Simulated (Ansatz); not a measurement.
Consider GaN in the zinc blende structure (space group F-43m, No. 216; a = 4.455 Å).

All numbers come from Kohn–Sham DFT with the LDA functional, run in Ansatz (a quantum-chemistry and plane-wave program) with PAW and 420 eV plane waves, spin-orbit coupling left out.

For the base:

| Item | Value |
|---|---|
| Electron mass | 0.18 mₑ (at Γ) |
| Valley order | Γ 1.96 eV; X along ⟨100⟩ 3.27 eV |
| Lattice parameter a | 4.455 Å |

One thing is altered: cell and atoms relaxed at a pressure of 30 GPa.

Task: Estimate the effect on the electron mass, valley order and lattice parameter a.

Result: The electron mass goes from 0.18 mₑ (at Γ) to 0.23 mₑ (at Γ); the valley order (the lowest conduction-band minima on the path, energy above the VBM, named in the base's zone) becomes Γ 2.70 eV; X along ⟨100⟩ 3.30 eV (base: Γ 1.96 eV; X along ⟨100⟩ 3.27 eV); the lattice parameter a falls by 0.168 Å (4.455 Å → 4.287 Å).

The levels and masses belong to the bands next to the band gap. Load acts through the strain it causes; cell and atoms are relaxed under it. Masses are band curvatures over ±0.01 Å⁻¹ around the edge. No phonon test of stability was made. Tetrahedral semiconductors of this kind turn to denser phases somewhere between about 1 and 50 GPa; those were not computed, so compressed cells here can lie past the real transition. This is not the structure that GaN has at room temperature and ambient pressure.
